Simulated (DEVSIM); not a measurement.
System: illuminated Si p-on-n cell, one wavelength, at 500 K.

```tsv
layer (left to right)	material	thickness (μm)	Nd (cm⁻³)	Na (cm⁻³)	τn (s)	τp (s)	absorption coefficient (cm⁻¹)
1	Si	0.230	-	3.5e18	0.00013	5.9e-5	250
2	Si	220	2.9e17	-	0.00093	0.00093	250
```

Left contact: ohmic, minority electron recombination velocity 2e6 cm/s. Right contact: ohmic, minority hole recombination velocity 5000 cm/s. Voltage is applied to the left contact. Recombination: SRH at mid-gap, radiative, Auger. Light enters at the left, 3.4e17 photons cm⁻² s⁻¹, one pass, no reflection. Mobility is constant in doping.

Constants are typed, rounded textbook-type inputs, not results; the design itself was drawn at random and stands for no fabricated device. Values at 300 K; Nc and Nv go as T^1.5, mobilities as T to minus their exponent, the gap by Varshni's rule with the affinity fixed.

| parameter | Si |
|---|---|
| gap (eV) | 1.124 |
| affinity (eV) | 4.05 |
| permittivity | 11.7 |
| Nc (cm⁻³) | 2.86e19 |
| Nv (cm⁻³) | 3.1e19 |
| μn (cm²/Vs) | 1417 |
| μp (cm²/Vs) | 470 |
| T exponent of μn | 2.3 |
| T exponent of μp | 2.2 |
| B (cm³/s) | 4.7e-15 |
| Cn (cm⁶/s) | 2.8e-31 |
| Cp (cm⁶/s) | 9.9e-32 |
| Varshni α (eV/K) | 0.000473 |
| Varshni β (K) | 636 |

Model (solved in DEVSIM): 1D drift-diffusion, Boltzmann statistics, complete ionisation; no tunnelling, impact ionisation, image-force lowering or self-heating.

Task: Tabulate band edges, carrier densities and field at zero bias, in the dark.

Result: Energies count from the Fermi level of the right contact; mesh points crowd at the junctions.

| x (μm) | Ec (eV) | Ev (eV) | n (cm⁻³) | p (cm⁻³) | field (V/cm) |
|---|---|---|---|---|---|
| 0.000 | 0.938 | -0.127 | 2.1e10 | 3.5e18 | ≈ 0 |
| 0.03146 | 0.938 | -0.127 | 2.1e10 | 3.5e18 | ≈ 0 |
| 0.09928 | 0.938 | -0.127 | 2.1e10 | 3.5e18 | ≈ 0 |
| 0.1789 | 0.938 | -0.127 | 2.1e10 | 3.5e18 | ≈ 0 |
| 0.2284 | 0.875 | -0.190 | 9.3e10 | 8.1e17 | -180000 |
| 0.2626 | 0.343 | -0.722 | 2.1e16 | 3.5e12 | -81000 |
| 0.3448 | 0.231 | -0.835 | 2.9e17 | 2.6e11 | -43 |
| 0.6783 | 0.231 | -0.835 | 2.9e17 | 2.6e11 | ≈ 0 |
| 1.365 | 0.231 | -0.835 | 2.9e17 | 2.6e11 | ≈ 0 |
| 3.051 | 0.231 | -0.835 | 2.9e17 | 2.6e11 | ≈ 0 |
| 7.189 | 0.231 | -0.835 | 2.9e17 | 2.6e11 | ≈ 0 |
| 23.96 | 0.231 | -0.835 | 2.9e17 | 2.6e11 | ≈ 0 |
| 58.52 | 0.231 | -0.835 | 2.9e17 | 2.6e11 | ≈ 0 |
| 137.6 | 0.231 | -0.835 | 2.9e17 | 2.6e11 | ≈ 0 |
| 194.9 | 0.231 | -0.835 | 2.9e17 | 2.6e11 | ≈ 0 |
| 210.3 | 0.231 | -0.835 | 2.9e17 | 2.6e11 | ≈ 0 |
| 216.2 | 0.231 | -0.835 | 2.9e17 | 2.6e11 | ≈ 0 |
| 218.6 | 0.231 | -0.835 | 2.9e17 | 2.6e11 | ≈ 0 |
| 219.8 | 0.231 | -0.835 | 2.9e17 | 2.6e11 | ≈ 0 |
| 220.1 | 0.231 | -0.835 | 2.9e17 | 2.6e11 | ≈ 0 |
| 220.2 | 0.231 | -0.835 | 2.9e17 | 2.6e11 | ≈ 0 |
| 220.2 | 0.231 | -0.835 | 2.9e17 | 2.6e11 | ≈ 0 |
